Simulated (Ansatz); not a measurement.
Data:

```
SnO2
1.0
    4.77467     0.06711     0.01452
    0.06711     4.70660    -0.04546
    0.00976    -0.03057     3.12426
Sn O
2 4
Cartesian
  0.00000   0.00000   0.00000
  2.42577   2.37157   1.54666
  1.49217   1.43371  -0.01601
  3.88240   0.97691   1.57820
  0.96914   3.76624   1.51511
  3.34961   3.34000  -0.01493
```

No spin polarisation.

Level of theory: Ansatz (a program for electronic structure) r2SCAN, scalar-relativistic without spin-orbit coupling. Γ-centred 7×7×10 mesh, Fermi–Dirac width 0.05 eV.

**Question.** Predict the space group, electron mass and stress.

**Answer.** Space group: P-1 (No. 2)
Electron mass: 0.21 mₑ along z, 0.25 mₑ across (at Γ)
Stress (xx, yy, zz, yz, xz, xy; compression positive): (5.64, 6.52, 12.88, 1.90, -0.64, -6.41) GPa

The levels and masses belong to the bands next to the band gap. The cells carry an imposed strain or load. Masses are band curvatures over ±0.01 Å⁻¹ around the edge. No phonon test of stability was made. The cell was made from SnO$_{2}$ in the rutile structure (space group P4_2/mnm, No. 136) by this change: strain tensor (xx, yy, zz, yz, xz, xy) = (+0.31, −1.12, −2.39, −0.96, +0.31, +1.41) %.
